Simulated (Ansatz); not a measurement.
## Pressure series in hypothetical rock salt BN

Take BN in the rock salt structure (space group Fm-3m, No. 225; a hypothetical phase, not in the database extracts checked) as the base.

```cif
data_B4N4
_chemical_formula_sum 'N4 B4'
_space_group_name_H-M_alt 'Fm-3m'
_space_group_IT_number 225
_space_group_name_Hall '-F 4 2 3'
_cell_length_a 3.50347
_cell_length_b 3.50347
_cell_length_c 3.50347
_cell_angle_alpha 90.000
_cell_angle_beta 90.000
_cell_angle_gamma 90.000
loop_
_atom_site_label
_atom_site_type_symbol
_atom_site_symmetry_multiplicity
_atom_site_Wyckoff_symbol
_atom_site_fract_x
_atom_site_fract_y
_atom_site_fract_z
_atom_site_occupancy
N1 N 4 a 0.00000 0.00000 0.00000 1
B1 B 4 b 0.50000 0.50000 0.50000 1
```
(The calculation used a cell of 2 atoms; values per cell refer to that cell.)

Cell and atoms are relaxed at each pressure.

The values are results of PBE (Ansatz, a quantum-chemistry and plane-wave program), no SOC, not measurements.

| pressure (GPa) | volume per atom (Å³/atom) |
|---|---|
| -2 | 5.404 |
| -1 | 5.390 |
| 0 | 5.375 |
| 0.3 | 5.371 |
| 0.7 | 5.366 |
| 1.5 | ? |
| 5 | 5.307 |
| 7.5 | 5.274 |
| 10 | 5.242 |

Problem. Fit the third-order Birch–Murnaghan form P(V) = (3B₀/2)[(V₀/V)^(7/3) − (V₀/V)^(5/3)]·[1 + (3/4)(B₀′ − 4)((V₀/V)^(2/3) − 1)] (squares taken in P) to the rows shown and predict the withheld row.

Solution. Least squares on the printed values gives V₀ = 5.375 Å³/atom, B₀ = 381 GPa, B₀′ = 3.4; this predicts 5.354 Å³/atom, and the run gives 5.354 Å³/atom, in agreement.

Load acts through the strain it causes; cell and atoms are relaxed under it. No phonon test of stability was made. Competing high-pressure phases were not computed.
